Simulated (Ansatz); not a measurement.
**C: energy against strain**

C (diamond, Fd-3m, 5.507 Å³/atom and stress up to 0.01 GPa in the relaxed cell) under an equal strain ε in the (001) plane with the normal axis free, as in a coherent film. LDA in Ansatz, a plane-wave DFT program (PAW, default set), 420 eV, 16×16×16 Γ-centred mesh, Fermi-Dirac smearing 0.05 eV; ions are relaxed, or left where forces stay under 0.02 eV/Å, within the symmetry of each cell.

Here s stands for strain and y for E less E0.

```
strain (%)  E less E0 (meV/atom)
----------  --------------------
-1.50                       9.71
-1.00                       4.28
-0.50                       1.10
0.00                        0.00
0.50                        1.09
1.00                        4.14
1.50                        9.18
3.00                           ?
```

The 7 complete rows are fitted with a parabola, y against s. Least squares gives y = 0.030 - 0.1343·s + 4.1848·s². Residuals (row less fit): 0.063, -0.069, -0.043, -0.030, 0.081, 0.059, -0.064; standard error 0.080 (degrees of freedom: 4). The quadratic coefficient over the volume, 4.1848 meV × 10⁴ × 0.1602 / 5.507 Å³, is the biaxial elastic modulus of this plane = 1218 ± 10 GPa (± standard error of the fit, which holds the terms cut off).

**Question.** Estimate the missing y (s = 3.00); what did the run itself give?

**Answer.** y = 0.030 - 0.1343 × 3.0 + 4.1848 × 3.0² = 37.290 meV/atom. The calculation gives 35.44 meV/atom, 1.850 meV/atom below the prediction (5.2 % of the range of y in the table). The row lies outside the fitted rows, so this is an extrapolation. From the scatter of the fitted rows alone, a prediction at this place has a standard error of 0.307 meV/atom, so the miss is 6.0 times that.

A polynomial of degree 3 through the 12 other runs of the series gives 35.43 there, so most of the miss is curvature that the fit leaves out. Rows are the converged runs of the series near zero and its far end; series whose fitted rows scatter by over a few per cent of the range, as at a crossing or softening among them, aren't shown in this form, nor equations of state whose B0' disagrees with the runs' pressures. Most that stay on the fit to the last digits aren't either.
